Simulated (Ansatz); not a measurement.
Structures of equal composition on the (000-1) surface of 4H silicon carbide (C plane on top): (√3x√3)R30° Al adatom at H3; (√3x√3)R30° Al adatom at T4. The slabs share one bottom face, and each structure is named by its start. These are constructed structures in small cells; real faces may alloy, dewet or reconstruct in larger ones, and not all known structures of the face are among them. Slabs of about 11 Å with all that they carry, Fermi-Dirac smearing of 0.025 eV. Bottom of the slabs: H caps. Relaxed from the named starts with such symmetry as they have, on meshes of like density; energies extrapolated to zero smearing; no spin-orbit coupling, no U. Spin-polarised runs, if any, are marked in brackets, and their order is one that fits the cell; the others ran without spin. Where a second, spin-polarised start was run, the lower counts.

Host crystal: 4H silicon carbide, with a band gap (PBE, scalar-relativistic without spin-orbit coupling).

The numbers are results of PBE (plane waves to 420 eV, PAW; Ansatz, an electronic-structure program), not measurements.

Task: Order them by energy per 1x1 cell (lowest first) at the level PBE.

Result: (√3x√3)R30° Al adatom at H3 (0.000 eV, gap 1.44 eV on the mesh), (√3x√3)R30° Al adatom at T4 (0.267 eV, gap 0.87 eV on the mesh)
